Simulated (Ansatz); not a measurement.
A computed series for TiAl: response to strain

Base system: TiAl (space group P4/mmm, No. 123; a = 2.813 Å, c = 4.058 Å). Axes: x, y, z lie along a, b, c of the conventional cell.

Strains are applied to the cell and any free atomic positions relax; under biaxial strain the out-of-plane vector relaxes too.

Method: r2SCAN, PAW, 500 eV (Ansatz, a quantum-chemistry and plane-wave program; no spin-orbit coupling).

Notes on the quantities. pressure: mean of the normal stresses, compression positive.

```tsv
case	pressure	volume per atom
base	0.0 GPa	16.06 Å³
biaxial strain −4.36 %, plane normal [001], relaxed out of plane	6.5 GPa	15.29 Å³
biaxial strain −2.66 %, plane normal [001], relaxed out of plane	3.8 GPa	15.58 Å³
biaxial strain +1.75 %, plane normal [001], relaxed out of plane	-2.1 GPa	16.34 Å³
biaxial strain +2.58 %, plane normal [001], relaxed out of plane	-2.9 GPa	16.45 Å³
biaxial strain +3.37 %, plane normal [001], relaxed out of plane	-3.5 GPa	16.54 Å³
isotropic strain +0.81 %	-2.8 GPa	16.45 Å³
isotropic strain +1.07 %	-3.6 GPa	16.58 Å³
uniaxial strain ε_xx = +0.94 %	-1.1 GPa	16.21 Å³
tensor shear ε_yz = −3.64 %	0.8 GPa	16.03 Å³
```

Without a gap, meshes like the base's 16×16×12 leave anisotropic stresses uncertain by several tenths of a GPa, and small strain energies with them. Whether these cells are dynamically stable was not tested. All final runs are without spin polarisation.
